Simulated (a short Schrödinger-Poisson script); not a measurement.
## MOS inversion layer, Al2O3 on p-type InP

System: MOS inversion layer, Al2O3 on p-type InP, at 300 K.

| layer | material | thickness (nm) | Na (cm⁻³) |
|---|---|---|---|
| 1 | Al2O3 | 6.4 | - |
| 2 | InP | 1400 | 2.8e16 |

The device is made up for the run: typed textbook-type constants, with dimensions and the other settings drawn at random. Al2O3: permittivity 9, conduction-band edge (eV) 3.03, gap (eV) 6.8, electron mass (mₑ) 0.3. InP: permittivity 12.5, conduction-band edge (eV) 0, gap (eV) 1.344, Nv at 300 K (cm⁻³) 1.1e19.

Channel valleys (confinement mass, in-plane density-of-states mass, number): Γ 0.08, 0.08, 1. At the gate the conduction-band edge of layer 1 lies 3.35 eV − eVg above the Fermi level of the channel; the field vanishes at the back. Gaps are held at their typed values at every temperature. Mesh 0.03 nm at interfaces.

From a short Schrödinger-Poisson script (our own, NumPy): 1D Poisson equation in equilibrium, electrons quantum, Hartree (BenDaniel-Duke, 12 states a valley, the channel's in-plane mass for all, wave functions free to enter the dielectric), parabolic valleys, classical holes, full ionisation, no traps, pinning or gate leakage.

```tsv
Vg (V)	electrons (cm⁻²)	C (μF/cm²)	Γ E0 (meV)	Γ E1 (meV)
0.2	2.92e7	0.0489	269.4	326.3
0.3	1.09e9	0.0526	175.6	234.4
0.4	3.30e10	0.194	86.8	147.7
0.5	2.60e11	0.557	30.2	95.0
0.6	6.57e11	0.711	0.4	70.4
0.7	1.12e12	0.778	-20.5	55.0
0.8	1.62e12	0.816	-37.9	43.3
0.9	2.13e12	0.841	-53.5	33.5
1	2.66e12	0.859	-68.2	24.8
1.1	3.20e12	0.873	-82.3	16.9
1.2	3.75e12	0.885	-96.0	9.6
1.3	4.30e12	0.895	-109.4	2.7
1.4	4.86e12	0.903	-122.6	-3.8
1.5	5.43e12	0.911	-135.5	-10.0
1.6	6.00e12	0.917	-148.3	-16.0
1.7	6.57e12	0.923	-161.0	-21.8
1.8	7.15e12	0.929	-173.6	-27.4
1.9	7.73e12	0.934	-186.1	-32.9
```

Gate voltages with under 1e6 electrons/cm² are left out.

Subbands count from the Fermi level.

Above a few 1e12 electrons/cm² a light Γ valley is non-parabolic and upper valleys begin to fill, which the model leaves out.
